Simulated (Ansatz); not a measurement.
Worked calculations on one periodic cell of amorphous Si$_{30}$N$_{44}$Hf$_{3}$: Si30N44Hf3, 77 atoms, volume 922.0 Å³, made by a melt-quench on the CHGNet potential and relaxed with DFT. N atoms were pushed apart under 1.9 Å during the dynamics, to hinder bonds among them. It is a model cell: composition and starting density were chosen by hand, and all elements were melted together. Cycles of charging were run to anneal it. All values below come from PBE, scalar-relativistic without spin-orbit coupling (plane waves to 420 eV, PAW; Ansatz, a program for electronic structure). Sampling: a 2×2×2 Γ-centred mesh; Fermi-Dirac width 0.02 eV; no spin polarisation. Its volume was relaxed, its shape was free, and it stands at a mean pressure of 0.1 GPa with stress components up to 0.1 GPa; the relaxation ran on the zone centre alone. Its density went from a set 3.81 to 3.59 g/cm³. The cell is small and was quenched far faster than a real film, so it is one sample of the glass.

Count formal charges (Si +4, N -3, Hf +4). What does the count lead one to expect at the Fermi level, and what does the calculation give?

30 × (+4) + 44 × (-3) + 3 × (+4) = 0. The charges balance, so the anion-derived valence states can be full and a gap can open. On this mesh the highest filled and lowest empty level lie 2.09 eV apart, the PBE gap of this cell, with a localised state at one edge or both.

Four energies for a hole at PBE on the zone centre alone (charged cells in a uniform background, spin-polarised): neutral at the neutral geometry -83196.679 eV; charged at the neutral geometry -83204.155 eV; charged and relaxed -83204.302 eV; neutral at the charged geometry -83196.392 eV.

Find the two relaxation energies and their sum, the reorganisation energy.

On charging: -83204.155 − (-83204.302) = 0.147 eV. On discharging: -83196.392 − (-83196.679) = 0.287 eV. The sum is 0.434 eV. The carrier's level spreads over 6 of the 77 atoms' worth, so it counts as localised, most on one N atom with neighbours Si 1.65 Å, Si 1.67 Å (neutral geometry). The values are uncorrected: the image energy of a point charge in this cell, 2.84 × 14.40 / (2 × 9.7) = 2.1 eV before screening, is screened by electrons alone at the fixed geometry and by ions too after relaxing, and the carrier can be spread before it relaxes, so each term can be off by up to that value times 1/ε∞, some tenths of an eV. PBE's self-interaction favours spread-out carriers, so a hybrid can localise more.
